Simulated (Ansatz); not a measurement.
Band structure of ZrGeSe (P4/nmm, 6 atoms in the cell).

```
CELL_PARAMETERS angstrom
      3.63083     0.00000     0.00000
      0.00000     3.63083     0.00000
      0.00000     0.00000     8.16948
ATOMIC_POSITIONS crystal
  Zr 0.00000 0.50000 0.73901
  Zr 0.50000 0.00000 0.26099
  Ge 0.00000 0.00000 0.00000
  Ge 0.50000 0.50000 0.00000
  Se 0.50000 0.00000 0.62245
  Se 0.00000 0.50000 0.37755
```

Method of the run: LDA (PW92), PAW files made with PBE (plane waves; Ansatz, a first-principles code).

Settings: kpoints.mp_grid.grid = 6 6 3; hamiltonian.xc = lda; hamiltonian.pseudopotentials = {kind: paw} (an earlier, softer set of the program's PAW files); scf.occupations.method = gaussian; scf.occupations.width = 0.1 eV; kpoints.band_path.npoints = 8.

The starting cell comes from a database of computed structures (which also holds hypothetical and non-ambient phases and stackings), without a prior relaxation at this level. Its lattice was rescaled by a random factor within 2.5 % of one.

Levels in eV from the Fermi level, bands 39 to 46:
```json
[
 {"point": "Γ", "39": "-2.32", "40": "-1.68", "41": "-1.68", "42": "-0.69", "43": "-0.11", "44": "0.32", "45": "1.25", "46": "1.39"},
 {"point": "X", "39": "-1.83", "40": "-1.83", "41": "-0.57", "42": "-0.57", "43": "0.68", "44": "0.68", "45": "2.07", "46": "2.07"},
 {"point": "M", "39": "-3.66", "40": "-3.66", "41": "-2.24", "42": "-2.24", "43": "2.93", "44": "2.93", "45": "2.95", "46": "2.95"},
 {"point": "Z", "39": "-2.68", "40": "-2.53", "41": "-1.58", "42": "-1.58", "43": "0.31", "44": "0.84", "45": "1.29", "46": "1.35"},
 {"point": "R", "39": "-1.69", "40": "-1.69", "41": "-0.30", "42": "-0.30", "43": "0.86", "44": "0.86", "45": "1.98", "46": "1.98"},
 {"point": "A", "39": "-3.41", "40": "-3.41", "41": "-2.23", "42": "-2.23", "43": "1.46", "44": "1.46", "45": "2.95", "46": "2.95"}
]
```

Bands cross the Fermi level along this path, so the cell is metallic at this level.

Keys are those of Ansatz 0.2.
